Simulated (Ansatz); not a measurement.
# A constructed model of the (0001) surface of hcp Ru, (√3x√3)R30° layer of Si, one a cell, on the site that continues the host's stacking (bottom of the slab: a bare face, its two planes held)

Level of theory: PBE (plane waves to 420 eV, PAW; Ansatz, a first-principles code).

Slab: 19 atoms, 12.9 Å thick at the start with caps and adatoms (thin: gaps and levels are the slab's own); k 9x9x1, smearing 0.1 eV, dipole-corrected; 6 atoms held, the rest relaxed; symmetry of the start imposed; no spin, no spin-orbit, no U. It is one candidate, not shown to be the stable structure of the face.

```json
{
 "work_function_of_the_top_face": "4.73 eV",
 "energy_released_by_relaxation": "0.76 eV",
 "cost": "around 11 core-minutes (rough)"
}
```
